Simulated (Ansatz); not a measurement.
Effect of uniaxial strain ε_xx = −2.25 % on Ga2O3

The reference is Ga₂O₃ in the corundum structure (space group R-3c, No. 167; a = 5.000 Å, c = 13.449 Å (hexagonal axes)). Axes: x lies along a and z along c of the hexagonal cell.

One thing is altered: the cell is compressed by 2.25 % along x with no lateral relaxation; the atoms relax in the strained cell.

Computed with PBEsol, PAW, 420 eV (Ansatz, an electronic-structure program; no SOC). Settings: 8×8×8 k-points, 0.05 eV Fermi–Dirac smearing.

```csv
quantity,base,changed,shift
volume per atom,9.71 Å³,9.49 Å³,-0.22 Å³
space group,R-3c (No. 167),C2/c (No. 15),–
shortest interatomic distance,193.1 pm,190.5 pm,-2.6 pm
energy relative to the base (free energy F),0 meV/atom,+6.1 meV/atom,+6.1 meV/atom
"pressure (mean of the normal stresses, compression positive)",0.00 GPa,5.55 GPa,+5.55 GPa
band gap,2.70 eV,2.95 eV,+0.25 eV
gap character,–,"indirect, k = (0, 0.125, -0.125) in the run's primitive reciprocal basis → Γ",–
smallest direct gap,2.95 eV,3.16 eV,+0.21 eV
electron mass,0.22 mₑ (at Γ),0.24 mₑ (at Γ),–
largest internal atomic displacement,–,0.012 Å,–
"stress (xx, yy, zz, yz, xz, xy; compression positive)",–,"(9.11, 4.31, 3.23, 0.39, 0.00, 0.00) GPa",–
```

Final structure:

```xyz
10
Lattice="2.4439 1.4435 4.4829 -2.4439 1.4435 4.4829 0.0000 -2.8869 4.4829" Properties=species:S:1:pos:R:3 pbc="T T T"
Ga    -0.0053    -0.0089     8.6709
Ga     0.0053    -0.0089     1.9465
Ga     0.0053     0.0089     4.7778
Ga    -0.0053     0.0089    11.5022
O      0.7411     1.5771     5.5993
O     -1.7029    -0.1336     5.6081
O     -0.7411    -1.5771     7.8495
O     -0.9589     1.4435     7.8451
O      1.7029     0.1336     7.8407
O      0.9589    -1.4435     5.6037
```

Masses are band curvatures over ±0.01 Å⁻¹ around the edge. Stability against distortions was not tested. Labels are those of the standard path for the cell's own space group.
